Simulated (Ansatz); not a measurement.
**Effect of isotropic strain +1.28 % on Mo**

Base system: Mo in the bcc (W type) structure (space group Im-3m, No. 229; a = 3.161 Å; relaxed with 0.1 eV smearing).

One thing is altered: the cell is scaled by 1.0128 in all directions; the atoms relax in the strained cell.

Method: PBE (Ansatz, a first-principles code, PAW, without spin-orbit coupling), earlier PAW set. Γ-centred 29×29×29 mesh, Fermi–Dirac width 0.1 eV.

| quantity | base | changed | shift |
|---|---|---|---|
| volume per atom | 15.79 Å³ | 16.41 Å³ | +0.614 Å³ |
| space group | Im-3m (No. 229) | Im-3m (No. 229) | – |
| shortest interatomic distance | 2.738 Å | 2.773 Å | +0.035 Å |
| energy relative to the base (free energy F) | 0 meV/atom | +18 meV/atom | +18 meV/atom |
| pressure | 0.0 GPa | -9.1 GPa | -9.1 GPa |
| band gap | zero | zero | – |

Final structure:

```
CELL_PARAMETERS angstrom
     -1.60082     1.60082     1.60082
      1.60082    -1.60082     1.60082
      1.60082     1.60082    -1.60082
ATOMIC_POSITIONS crystal
  Mo 0.00000 0.00000 0.00000
```

Stability against distortions was not tested. The final runs are not spin-polarised.
